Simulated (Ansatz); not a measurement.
**Si vacancy + O interstitial (silicon host)**

Computed with PBE, PAW (plane waves to 420 eV; Ansatz, a quantum-chemistry and plane-wave program). Cell: 64 sites, 2×2×2; final energies on a 2×2×2 shifted mesh. Sites at the start: the Si site; off centre in the vacancy. Finite-size correction: monopole term and site-potential alignment. Dielectric constants: PBE linear response of the host. Host gap at this level: 0.61 eV. These values are not converged in cell size to better than tenths of an eV. PBE underestimates the host's gap, which shifts levels and can delocalise carriers. Spin–orbit coupling is left out. Each state is the lowest found from its start.

Formation energies E_f are given with the Fermi level at the valence-band maximum. Chemical conditions: impurity bounded by its compound with the host (Δμ(Si) = 0.00 eV, Δμ(O) = -4.17 eV, bounded by alpha cristobalite; only phases computed here count, gases as isolated molecules at 0 K). Reference phases: O: O2 molecule in a box, Si: silicon.

| charge | moment (μB) | largest move off a lattice site (Å) | image correction with alignment (eV) | E_f, impurity bounded by its compound with the host (eV) |
|---|---|---|---|---|
| +1† | quenched | 0.33 | 0.00 | – |
| 0† | not spin-polarised | 0.32 | 0.00 | 3.77 |
| −1† | quenched | 0.32 | 0.23 | – |

† Not settled in this cell, so no level is given: charge +1: a level filled in part, carriers not clearly localised, level within 0.1 eV of a band edge or past it; charge 0: no spin-polarised start tried; charge −1: a level filled in part, carriers not clearly localised.

Starting moments that weren't kept: charge +1 began with 1 μB and ended with 0.0; charge −1 began with 1 μB and ended with 0.0.

Flagged in the runs: a strain field that reaches the edge of the cell.
